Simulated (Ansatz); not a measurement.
System: 1T (CdI2-type) PtTe₂. Method: PBEsol-D3(BJ) (plane waves, PAW; Ansatz, a quantum-chemistry and plane-wave program).

Settings: plane-wave cutoff 520 eV, 18×18×12 k mesh (along the axes of the cell as run), Fermi–Dirac smearing 0.05 eV, scalar-relativistic PAW data made under PBE.

Energies at three volumes about the minimum:

| V (Å³/atom) | E − E_lowest (meV/atom) |
|---|---|
| 22.547 | 2.53 |
| 23.007 | 0.00 |
| 23.467 | 2.29 |

### Question
Fit a parabola by hand: where is the minimum, and what is the bulk modulus?

### Answer
Slopes: (0.00 − 2.53)/(23.007 − 22.547) = -5.500 and (2.29 − 0.00)/(23.467 − 23.007) = 4.978 meV/Å³. Curvature E″ = 2 × (4.978 − (-5.500))/(23.467 − 22.547) = 22.778 meV/Å⁶. From the middle of the first interval, the slope vanishes at V0 = 22.7770 − (-5.500)/22.778 = 23.018 Å³/atom. B = V0 E″ = 23.018 × 22.778 meV/Å³ × 0.1602 GPa per meV/Å³ = 84.0 GPa. The full Birch–Murnaghan fit to all volumes gives V0 = 23.007 Å³/atom and B0 = 83.3 GPa.

Shape and atoms are relaxed at each volume.

Note: the bulk modulus comes from volumes at which shape and atoms were relaxed.
